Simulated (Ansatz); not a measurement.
**Cubic perovskite CsHgCl3**

Computed with PBEsol+SOC in Ansatz (PAW).

Numerical settings: plane-wave cutoff 520 eV, 10×10×10 k mesh, Fermi–Dirac smearing 0.05 eV, PAW data made under PBE.

Cell: relaxed at this level.

```json
{
 "volume_per_atom": "29.11 Å³/atom",
 "bulk modulus B0": "34.7 GPa",
 "band_gap": "zero (no gap)",
 "lattice_parameter_a": "5.260 Å",
 "pressure derivative B′ of the bulk modulus": "5.2"
}
```

Measured, for comparison: equilibrium volume per atom 31.67 Å³/atom (temperature not stated, no zero-point or thermal correction; as tabulated in Moreira and Dias (2007), arXiv:cond-mat/0703451). Computed (rounded) less measured: equilibrium volume per atom -8.1 %. For the largest miss, another phase or state or a fault of the measured value is possible beside the level's own.

Note: the relaxation could not lower the start's symmetry, so the cell can be a saddle point above a distorted one; the volume lies 10 % below that of the published cell.

Computed values are for the static lattice.

Cost on a shared machine: very roughly 19 core-minutes.

Ansatz is a quantum-chemistry and plane-wave program.
